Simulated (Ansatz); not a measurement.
For CsCl-type CoAl, PBEsol (plane waves, PAW; Ansatz, a program for electronic structure) gives:

| Property | Result |
|---|---|
| equilibrium lattice constant a | 2.823 Å |
| bulk modulus B0 | 194 GPa |
| cohesive energy | 5.44 eV/atom |
| zone-centre TO phonon frequency | 340 cm⁻¹ |
| elastic constant C11 | 317 GPa |
| elastic constant C44 | 152 GPa |
| polycrystal shear modulus | 125 GPa |

Q: What does r²SCAN (Ansatz, plane waves, PAW) give for the same quantities?

A: 
- lattice constant a: 2.823 Å (hardly moves)
- bulk modulus: 198 GPa (grows by 2.1 %)
- cohesive energy: 4.69 eV/atom (shrinks by 0.75 eV/atom)
- zone-centre TO phonon frequency: 348 cm⁻¹ (grows by 2.4 %)
- elastic constant C11: 347 GPa (grows by 9.5 %)
- elastic constant C44: 164 GPa (grows by 7.9 %)
- Voigt–Reuss–Hill shear modulus: 141 GPa (goes up by 13 %)

For comparison: lattice constant a 2.861 Å (measured, room temperature, no zero-point or thermal correction; as tabulated in Yamada et al. (2019), arXiv:1910.09660); bulk modulus 162 GPa (measured, room temperature, no zero-point or thermal correction; as tabulated in Yamada et al. (2019), arXiv:1910.09660).

Changes are worked out from the printed values.

Unless a cell is named, each level is at its own relaxed cell (PBEsol 11.25, r²SCAN 11.25 Å³/atom).

The crystal itself was run without spin with PBEsol, r²SCAN; a magnetic state was not tried in these runs.

Ansatz's density-functional and Hartree–Fock values are scalar-relativistic unless marked +SOC, with PAW data made under PBE.
